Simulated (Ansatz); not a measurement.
System: Ca3GeO (Imma, No. 74, 10 atoms in the cell; start mp-17193). Method: HSE06 in Ansatz (PAW).

Input file:

Ansatz 0.2 input:
```yaml
crystal:
  lattice:
    - [-3.2995648762, 4.6675831624, 3.3112750006]
    - [3.2995648762, -4.6675831624, 3.3112750006]
    - [3.2995648762, 4.6675831624, -3.3112750006]
  atoms:
    - { symbol: Ca, position: [0.7691336363, 0.0, 0.2691336363] }
    - { symbol: Ca, position: [0.2308663637, 0.0, 0.7308663637] }
    - { symbol: Ca, position: [0.2308663637, 0.5, 0.2308663637] }
    - { symbol: Ca, position: [0.7691336363, 0.5, 0.7691336363] }
    - { symbol: Ca, position: [0.7124027014, 0.4624027014, 0.25] }
    - { symbol: Ca, position: [0.2875972986, 0.5375972986, 0.75] }
    - { symbol: Ge, position: [0.2490442252, 0.9990442252, 0.25] }
    - { symbol: Ge, position: [0.7509557748, 0.0009557748, 0.75] }
    - { symbol: O, position: [0.0, 0.5, 0.5] }
    - { symbol: O, position: [0.5, 0.5, 0.0] }
basis:
  ecutwfc: 460
  ecutrho_ratio: 4
  xc_grid: 2
kpoints:
  mp_grid: { grid: [6, 6, 6] }
hamiltonian:
  xc: hse06
  dispersion: none
  pseudopotentials: { kind: paw }
scf:
  occupations: { method: fermi_dirac, width: 0.01 }
  convergence: { dr2_threshold: 0.000000001 }
output:
  forces: true
  stress: true
  eigenvalues: true
```

Excerpt of the program's output:

```
WARN output.stress: scf.exx.energy_threshold = 1e-6 eV is looser than the 1e-7 eV advised for a stress under a hybrid functional (1e-8 eV for each atom of the …
Crystal: 10 atoms, lattice volume = 203.988 Å³
Basis set: ecut = 460 eV, 4597 PW (Γ), exchange–correlation on 96×96×96 points (8 copies of the dense FFT grid, shifted against one another)
Bands: 60, of which v1, the nominal top of the filled ones, is band 50 counted from 1 (49 counted from 0)
Symmetry: 8 space group operations
Space group: Imma (ITA 74), of the structure as read, at distance tolerance 5.9e-5 Å
k-points: 46 of 216
SCF iter   1: F=—  HF=-20636.660499 eV  |F-HF|=—  |Δ(HF+E_count)|=         —  Δρ=1.10e-3  dr2=2.26e-3
SCF iter   2: F=—  HF=-20636.664156 eV  |F-HF|=—  |Δ(HF+E_count)|=   3.66e-3  Δρ=5.97e-4  dr2=4.79e-4
  ...
SCF 1 converged in 9 iterations: F = -20636.664154 eV  dr2 = 1.16e-10
Crystal: 10 atoms, lattice volume = 203.988 Å³
Initial density: handed on by an earlier stage of this run
Crystal: 10 atoms, lattice volume = 203.988 Å³
SCF iter   6: F=—  HF=-20642.858141 eV  |F-HF|=—  |Δ(HF+E_count)|=   6.86e-9  Δρ=4.19e-7  dr2=1.60e-9
SCF iter   7: F=-20642.858141 eV  HF=-20642.858141 eV  |F-HF|=6.62e-10  |Δ(HF+E_count)|=   1.06e-8  Δρ=4.39e-7  dr2=8.35e-10
SCF 3 converged in 7 iterations: F = -20642.858141 eV  dr2 = 8.35e-10
Free energy (F): -20642.858141 eV
Internal energy: -20642.858141 eV  (E = F + TS)
E sigma→0 (E₀):  -20642.858141 eV
Fermi energy:    9.509580 eV
--- Stress (GPa, compression-positive) ---
        1.970365       0.000000       0.000000
        0.000000       1.964838       0.000000
        0.000000       0.000000       2.006234
  P = ⅓ Tr σ = 1.9805 GPa (19.805 kbar)
```

The PAW data were made under PBE.

Note: cell and atoms aren't relaxed at this level (pressure 2.0 GPa).

A start named mp-… is a Materials Project structure, which need not be a measured phase.

Ansatz is a program for electronic structure.
